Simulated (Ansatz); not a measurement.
AgO (I4₁/a, No. 88, 16 atoms in the cell; start mp-1288) was calculated with r²SCAN-D4 in Ansatz (PAW).

Run with plane-wave cutoff 500 eV, 8×8×8 k mesh, Fermi–Dirac smearing 0.05 eV, no spin polarisation, scalar-relativistic PAW data made under PBE.

Cell (relaxed at this level):

```xyz
16
Lattice="-3.3979 3.3979 4.5714 3.3979 -3.3979 4.5714 3.3979 3.3979 -4.5714" Properties=species:S:1:pos:R:3 pbc="T T T"
Ag     3.3979     1.6990     1.1428
Ag     1.6990     3.3979    -1.1428
Ag     0.0000     1.6990     5.7142
Ag     1.6990     0.0000     3.4285
Ag     0.0000     5.0969     1.1428
Ag     1.6990     3.3979     3.4285
Ag     0.0000     1.6990     1.1428
Ag    -1.6990     3.3979     3.4285
O      3.9431     1.7603     3.7601
O      1.6376     3.9431     1.4744
O      2.8527    -1.7603     3.7601
O      1.7603    -0.5452     6.0458
O      2.8527     1.6376    -1.4744
O      5.1582    -0.5452     0.8112
O      0.5452     1.7603     3.0969
O      1.6376     0.5452     0.8112
```

**Question.** Predict the band gap.

**Answer.** 
* **band gap**: 0.20 eV (on the SCF k mesh)

Note: the relaxation could not lower the start's symmetry, so the cell can be a saddle point above a distorted one.

Spin–orbit coupling is not included.

Static lattice: no zero-point or thermal effects.

The result took very roughly 22 core-minutes.

A start named mp-… is a Materials Project structure, which need not be a measured phase.

Ansatz is a program for electronic structure.
